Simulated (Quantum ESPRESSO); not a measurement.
Worked example: self-consistent single point of SiMo3 (Pm-3n, 8 atoms in the cell) in Quantum ESPRESSO.

Method of the run: PBE, PseudoDojo standard norm-conserving (PBE) pseudopotentials (plane waves; Quantum ESPRESSO).

The change in words: lattice scaled by 0.98. Reference geometry:
```
CELL_PARAMETERS angstrom
      4.87063     0.00000     0.00000
      0.00000     4.87063     0.00000
      0.00000     0.00000     4.87063
ATOMIC_POSITIONS crystal
  Si 0.50000 0.50000 0.50000
  Si 0.00000 0.00000 0.00000
  Mo 0.00000 0.50000 0.25000
  Mo 0.00000 0.50000 0.75000
  Mo 0.25000 0.00000 0.50000
  Mo 0.75000 0.00000 0.50000
  Mo 0.50000 0.25000 0.00000
  Mo 0.50000 0.75000 0.00000
```

Reference input (self-consistent single point, DFT, PBE, plane waves, PseudoDojo standard norm-conserving (PBE) pseudopotentials): ecutwfc = 80 Ry; occupations = smearing; smearing = gauss; degauss = 0.0147 Ry; potentials = {Si: Si.upf, Mo: Mo.upf}; K_POINTS = automatic 5 5 5 0 0 0; conv_thr = 1e-10 Ry; mixing_beta = 0.7. This run's input differs from it in these lines:

```diff
@@ -25,5 +25,5 @@
 CELL_PARAMETERS {bohr}
-   9.2041567544     0.0000000000     0.0000000000
-   0.0000000000     9.2041567544     0.0000000000
-   0.0000000000     0.0000000000     9.2041567544
+   9.0200728634     0.0000000000     0.0000000000
+   0.0000000000     9.0200728634     0.0000000000
+   0.0000000000     0.0000000000     9.0200728634
 ATOMIC_POSITIONS {alat}
```

Log, with long lists cut:

```
     Self-consistent Calculation

     iteration #  1     ecut=    80.00 Ry     beta= 0.70

     Threshold (ethr) on eigenvalues was too large:
     Diagonalizing with lowered threshold

     total energy              =    -860.18747821 Ry
     estimated scf accuracy    <       0.70731404 Ry

     iteration #  2     ecut=    80.00 Ry     beta= 0.70

     total energy              =    -860.35422533 Ry
     estimated scf accuracy    <       0.27356184 Ry

     iteration #  3     ecut=    80.00 Ry     beta= 0.70

     total energy              =    -860.41484166 Ry
     estimated scf accuracy    <       0.00240041 Ry

   [... 7 blocks of this kind left out ...]

     iteration # 11     ecut=    80.00 Ry     beta= 0.70

     total energy              =    -860.41614437 Ry
     estimated scf accuracy    <          6.4E-10 Ry

     iteration # 12     ecut=    80.00 Ry     beta= 0.70
     End of self-consistent calculation

     the Fermi energy is    21.6754 ev

!    total energy              =    -860.41614437 Ry
     estimated scf accuracy    <          8.7E-11 Ry
     smearing contrib. (-TS)   =      -0.00348657 Ry
     internal energy E=F+TS    =    -860.41265780 Ry

     convergence has been achieved in  12 iterations

     Forces acting on atoms (cartesian axes, Ry/au):

     atom    1 type  1   force =     0.00000000    0.00000000    0.00000000
   [... zero for the other atoms too ...]

     Total force =     0.000000     Total SCF correction =     0.000000

          total   stress  (Ry/bohr**3)                   (kbar)     P=      240.51
   0.00163498   0.00000000   0.00000000          240.51        0.00        0.00
   0.00000000   0.00163498   0.00000000            0.00      240.51        0.00
   0.00000000   0.00000000   0.00163498            0.00        0.00      240.51

   JOB DONE.
```

The run converged in 12 iterations. Against the reference run the free energy goes up by 75.6 meV/atom and the pressure goes from 5.36 to 24.05 GPa.

The starting cell comes from a database of computed structures (which also holds hypothetical and non-ambient phases and stackings), without a prior relaxation at this level. Its lattice was rescaled by a random factor within 2.5 % of one. For this run, on top of that: lattice scaled by 0.98. Spin polarisation is off. With a pressure of about 24 GPa the cell is away from its equilibrium volume at this level.

Cost on one core of a shared machine: roughly 2 min.
